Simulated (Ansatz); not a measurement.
The starting structures come from a database of crystals and need not be the phases stable at ambient conditions.

Evanescent states of Cs$_{3}$H$_{5}$Pt (P4/mbm, not sure to be the ambient phase, 18 atoms a cell, 23.1 Å³ an atom) along the normal of (001)

The numbers are results of r2SCAN (plane waves, PAW; Ansatz, a quantum-chemistry and plane-wave program), not measurements.

The gap is the functional's own. No spin-orbit coupling. Mid-gap values are interpolated on the energy grid.

Energies count from the valence-band top; κ is the least over a 4×4 mesh across the current.

```tsv
E (eV)	κ (1/Å)	where
0.07	0.108	Γ
0.20	0.176	Γ
0.33	0.214	Γ
0.46	0.240	Γ
0.58	0.259	Γ
0.71	0.273	Γ
0.84	0.283	Γ
0.97	0.291	Γ
1.10	0.296	Γ
1.24	0.299	Γ
1.36	0.300	Γ
1.50	0.300	Γ
1.62	0.299	Γ
1.75	0.296	Γ
1.89	0.291	Γ
2.02	0.275	off Γ
2.15	0.231	off Γ
2.27	0.174	off Γ
2.40	0.084	off Γ
```

Problem. How thick must the barrier be to attenuate the transmission by 10^4 when the electrodes' Fermi level lies at 1.50 eV, and what attenuation does that film give at 0.71 eV?

Solution. d = 4 ln 10 / (2 × 0.300) = 15.4 Å. At 0.71 eV it gives 4 × 0.273/0.300 = 3.6 decades.
